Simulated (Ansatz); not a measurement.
# HfN, response to strain

The parent structure is HfN in the rock salt structure (space group Fm-3m, No. 225; a = 4.548 Å; relaxed with 0.1 eV smearing).

Strains are applied to the cell and any free atomic positions relax.

Method: plane-wave PAW DFT at the PBE level (Ansatz, a first-principles code, 420 eV), scalar-relativistic without spin-orbit coupling.

Notes on the quantities. energy relative to the base: free energy F.

| isotropic strain (%) | energy relative to the base (meV/atom) |
|---|---|
| -3 | 86.3 |
| -2.5 | 59.0 |
| -2 | 37.1 |
| -1.5 | ? |
| -0.5 | 2.2 |
| 0 | 0.0 |
| 1.5 | 18.6 |
| 2 | 32.6 |
| 2.5 | 50.1 |

Task: Fit ΔE = Aε² + Bε³ (ε in %) to the rows shown and predict the withheld row.

Result: Least squares on the printed values gives A = 8.73 and B = -0.29 meV/atom (largest residual 0.1 meV/atom); this predicts 20.6 meV/atom, and the run gives 20.5 meV/atom, in agreement.

Whether these cells are dynamically stable was not tested. All final runs are without spin polarisation. An odd electron count without spin: HfN.
